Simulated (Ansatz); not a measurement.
Given:

```xyz
2
Lattice="4.2074 0.0000 0.0000 0.0000 4.2074 0.0000 2.1037 -2.1037 3.0274" Properties=species:S:1:pos:R:3 pbc="T T T"
Pb     0.0000     0.0000     0.0000
Se     2.1037     2.1037     0.0000
```

No spin polarisation.

All numbers come from plane-wave PAW DFT at the LDA level (Ansatz, a first-principles code, 420 eV), no spin-orbit coupling. Γ-centred 10×10×10 mesh, Fermi–Dirac width 0.05 eV.

Predict the pressure and space group.

The pressure (mean of the normal stresses, compression positive) is 1.8 GPa and the space group is I4/mmm (No. 139).

The cells carry an imposed strain or load. Whether these cells are dynamically stable was not tested. The cell was made from PbSe in the rock salt structure (space group Fm-3m, No. 225) by this change: biaxial strain −1.50 %, plane normal [001], relaxed out of plane.
